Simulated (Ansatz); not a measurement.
Reference: MgS (Fm-3m), PBEsol, rigid bands (plane waves, PAW, scalar-relativistic; Ansatz, a program for electronic structure); axes and stresses refer to this cell.

```yaml
crystal:
  lattice:
    - [0.00000, 2.59094, 2.59094]
    - [2.59094, 0.00000, 2.59094]
    - [2.59094, 2.59094, 0.00000]
  atoms:
    - { symbol: Mg, position: [0.00000, 0.00000, 0.00000] }
    - { symbol: S, position: [0.50000, 0.50000, 0.50000] }
```

The band gap is 2.73 eV and the electron conductivity mass is 0.35 mₑ. The Seebeck coefficient, p-type 1e19 cm⁻³ is 459 μV/K.

**Question.** Change: hydrostatic pressure 5 GPa. What happens to band gap, electron conductivity mass, Seebeck coefficient, p-type 1e19 cm⁻³?

**Answer.** band gap increases to 2.84 eV; electron conductivity mass moves little, to 0.36 mₑ; Seebeck coefficient, p-type 1e19 cm⁻³ moves little, to 449 μV/K.

Masses are for dilute carriers at 300 K, harmonic means over directions unless an axis is named. Seebeck coefficients are for the stated density at 300 K, with one relaxation time for all states and whether or not that doping can be reached. Spin-orbit coupling is left out unless a row names it. Stresses and pressures are the targets of the relaxation.  The structure type is held under load, also where the real crystal would transform.
